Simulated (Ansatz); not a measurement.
# CdSe under a change: uniaxial strain ε_xx = +0.60 %

Consider CdSe in the wurtzite structure (space group P6_3mc, No. 186; a = 4.302 Å, c = 7.021 Å). Axes: x lies along a and z along c of the hexagonal cell.

Perturbation: the cell is stretched by 0.60 % along x with no lateral relaxation, atoms relaxed at fixed cell.

Computed with PBEsol/PAW in Ansatz (a first-principles code), without spin-orbit coupling. Settings: 9×9×5 k-points, 0.05 eV Fermi–Dirac smearing.

```csv
quantity,base,changed,shift
volume per atom,28.13 Å³,28.30 Å³,+0.17 Å³
space group,P6_3mc (No. 186),Cmc2_1 (No. 36),–
shortest interatomic distance,2.633 Å,2.637 Å,+0.0045 Å
energy relative to the base (free energy F),0 meV/atom,+0.2 meV/atom,+0.2 meV/atom
"pressure (mean of the normal stresses, compression positive)",0.00 GPa,-0.30 GPa,-0.306 GPa
band gap,0.54 eV,0.52 eV,-0.02 eV
gap character,direct at Γ,direct at Γ,–
electron mass,0.055 mₑ (at Γ),"0.055 mₑ along x, 0.054 mₑ along y, 0.053 mₑ along z (at Γ)",–
"valence-band top at Γ (three highest levels, from the VBM)","0.00, 0.00, -0.05 eV","0.00, -0.02, -0.05 eV",–
"stress (xx, yy, zz, yz, xz, xy; compression positive)",–,"(-0.43, -0.26, -0.21, 0.00, 0.00, 0.00) GPa",–
```

Effective masses come from finite differences of ±0.01 Å⁻¹. Whether these cells are dynamically stable was not tested. Labels are those of the standard path for the cell's own space group.
